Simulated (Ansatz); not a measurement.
Consider SnPt3 in the Cu3Au type structure (space group Pm-3m, No. 221; a = 4.007 Å; relaxed with 0.1 eV smearing). Axes: x, y, z lie along the cube axes.

The values are results of Kohn–Sham DFT with the PBEsol functional, run in Ansatz (a program for electronic structure) with PAW and 420 eV plane waves, no spin-orbit coupling, not measurements.

Before the change:

| Item | Value |
|---|---|
| Shortest interatomic distance | 5.354 bohr |

Modification: uniaxial stress, 2 GPa compression along z, with the cell and atoms free to relax against it.

Question: What happens to the shortest interatomic distance?

Answer: The shortest interatomic distance shrinks by 0.0212 bohr (5.354 bohr → 5.332 bohr).

Question: Estimate the effect on the energy relative to the base.

Answer: The energy rises by 1.4 meV/atom.

Question: How does this affect the strain response?

Answer: The strain response (xx, yy, zz) amounts to (+0.54, +0.54, −1.34) %.

Beyond what the load breaks, stability against distortions was not tested. The final runs are not spin-polarised.
